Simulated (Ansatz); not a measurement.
The boundary is one mirror-built cell; no search for the lowest one was made.

```yaml
junction: Σ11 (113) symmetric tilt boundary in fcc Al, with one N atom a cell (13.5 Å²) in the boundary
cell_area: 13.54 Å²
transmission_a_spin: 1.406
channels_of_the_lower_lead: 2.637
channels_of_the_upper_lead: 2.637
```

Calculation: PBE (plane waves, PAW; Ansatz, a quantum-chemistry and plane-wave program).

Task: Work out the resistance-area product that the junction adds between diffusive leads.

Result: AR = A (h/2e²)[1/T − 1/(2N₁) − 1/(2N₂)] = 13.54 × 10⁻²⁰ m² × 12906 Ω × 0.332 = 0.58 × 10⁻¹⁵ Ω m².
